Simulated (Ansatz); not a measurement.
Band structure of Ag (Fm-3m, 1 atom in the cell).

```
Ag
1.0
    0.00000     2.04500     2.04500
    2.04500     0.00000     2.04500
    2.04500     2.04500     0.00000
Ag
1
Direct
  0.00000   0.00000   0.00000
```

Method of the run: PBE (plane waves, PAW; Ansatz, an electronic-structure program).

Settings: basis.ecutwfc = 420 eV; kpoints.mp_grid.grid = 14 14 14; hamiltonian.xc = pbe; hamiltonian.pseudopotentials = {kind: paw} (the program's default PAW files); scf.occupations.method = gaussian; scf.occupations.width = 0.1 eV; kpoints.band_path.npoints = 8.

The starting cell has typed, rounded lattice constants, without a prior relaxation at this level.

Levels in eV from the Fermi level, bands 6 to 13:
```csv
point,6,7,8,9,10,11,12,13
Γ,-4.71,-4.71,-4.71,-3.68,-3.68,15.94,19.51,19.51
X,-6.21,-2.92,-2.68,-2.68,1.66,6.78,10.70,10.70
W,-4.98,-4.98,-3.67,-2.67,6.01,6.01,7.03,8.23
K,-5.49,-4.00,-3.46,-2.96,4.35,5.31,7.19,12.79
L,-4.73,-4.73,-2.88,-2.88,-0.34,3.66,15.21,17.84
U,-5.49,-4.00,-3.46,-2.96,4.35,5.31,7.19,12.79
```

Bands cross the Fermi level along this path, so the cell is metallic at this level.

Keys are those of Ansatz 0.2.
